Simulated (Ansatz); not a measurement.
Take C in the diamond structure (space group Fd-3m, No. 227; a = 3.5603 Å) as the base. Axes: x, y, z lie along the cube axes.

The values are results of DFT with r2SCAN, PAW potentials and a 500 eV plane-wave cutoff in Ansatz (a quantum-chemistry and plane-wave program), spin-orbit coupling left out, earlier PAW set, not measurements.

The change: uniaxial strain ε_xx = +0.79 %, all other strain components held at zero, atoms relaxed at fixed cell.

Problem. Predict the stress tensor and what it implies for the stiffness.

Solution. Stress of the strained cell less that of the base (GPa, compression positive):
```
  -8.68    0.00    0.00
   0.00   -0.89    0.00
   0.00    0.00   -0.89
```

Then −Δσ_ii/ε with ε = 0.0079 gives relaxed-ion elastic constants: C11 ≈ 1100 GPa, C12 ≈ 113 GPa and C13 ≈ 113 GPa.

Whether these cells are dynamically stable was not tested.
